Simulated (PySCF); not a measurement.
Troubleshooting PySCF: a failed run on KCl (Fm-3m, 2 atoms in the cell). The aim is a self-consistent single point with DFT PBE, Gaussian basis gth-dzvp-molopt-sr, GTH pseudopotentials gth-pbe, FFT density fitting with multigrid.

Input as run:

```python
import numpy as np
from pyscf.pbc import gto, scf, dft

cell = gto.Cell()
cell.a = np.array([[0, 3.110451, 3.110451],
              [3.110451, 0, 3.110451],
              [3.110451, 3.110451, 0]])
cell.atom = '''
K               0              0              0
Cl            0.5            0.5            0.5
'''
cell.fractional = True
cell.basis = 'gth-dzvp-molopt-sr'
cell.pseudo = 'gth-pbe'
cell.ke_cutoff = 60
cell.precision = 1e-06
cell.max_memory = 2000
cell.verbose = 4
cell.build()

kpts = cell.make_kpts([3, 3, 3])
mf = dft.KRKS(cell, kpts).multigrid_numint()
mf.xc = 'pbe,pbe'
mf.conv_tol = 1e-08
mf.max_cycle = 3
mf.diis_start_cycle = 3
mf.damp = 0.5
mf = scf.addons.smearing_(mf, sigma=0.00183747, method='gauss')
mf.kernel()

res = dict(e_tot=mf.e_tot, converged=mf.converged, nao=cell.nao, mesh=cell.mesh, nelectron=cell.nelectron)
res.update(e_free=mf.e_free, e_zero=mf.e_zero)
np.savez('results.npz', **res)
eps, occ = np.array(mf.mo_energy), np.array(mf.mo_occ)
nk = len(mf.kpts)
res.update(mo_energy=eps, mo_occ=occ)
print('electrons per cell = %.6f' % (occ.sum() / nk))
full = 1.0
print('highest filled level = %.6f Ha, lowest empty level = %.6f Ha' % (eps[occ > full].max(), eps[occ <= full].min()))
np.savez('results.npz', **res)
```

Output (repeated stretches shortened):

```
init E= -43.3290737859359
    sigma = 0.00183747  Optimized mu = 0.102645510571  entropy = 0
nelec by numeric integration = 15.99999999999838
    Total E(T) = -43.3704048091549  Free energy = -43.3704048091549  E0 = -43.3704048091549
cycle= 1 E= -43.3704048091549  delta_E= -0.0413  |g|= 0.238  |ddm|= 6.92
    sigma = 0.00183747  Optimized mu = 0.112417169608  entropy = 0
nelec by numeric integration = 15.999999999998321
    Total E(T) = -43.3720258511122  Free energy = -43.3720258511122  E0 = -43.3720258511122
cycle= 2 E= -43.3720258511122  delta_E= -0.00162  |g|= 0.0546  |ddm|= 0.542
    sigma = 0.00183747  Optimized mu = 0.11662623018  entropy = 0
nelec by numeric integration = 15.999999999998442
    Total E(T) = -43.3720673349803  Free energy = -43.3720673349803  E0 = -43.3720673349803
cycle= 3 E= -43.3720673349803  delta_E= -4.15e-05  |g|= 0.0252  |ddm|= 0.417
SCF not converged.
SCF energy = -43.3720673349803
electrons per cell = 16.000000
highest filled level = 0.043779 Ha, lowest empty level = 0.239397 Ha
```

Task: What caused this, and what should be changed?

Result: The fault is an iteration limit that is too low. The loop is cut before its threshold is met, so whatever is printed at the end is not self-consistent. To fix it, raise the limit, or leave it to the default. The run ended unconverged after 3 iterations.

The sound input it was made from differs as follows (other fixes are possible):
```diff
-mf.max_cycle = 3
+mf.max_cycle = 100
```

With that input, the run converged in 7 iterations: free energy E − TS -1180.2144 eV; top of the valence band (on the code's own zero) 1.22 eV; gap on the k-point mesh 5.31 eV (DFT PBE, Gaussian basis gth-dzvp-molopt-sr, GTH pseudopotentials gth-pbe, FFT density fitting with multigrid).

On the sound input: the starting cell comes from a database of computed structures (which also holds hypothetical and non-ambient phases and stackings), without a prior relaxation at this level. Its lattice was rescaled by a random factor within 2.5 % of one. Values carry the incompleteness of an atom-centred basis.
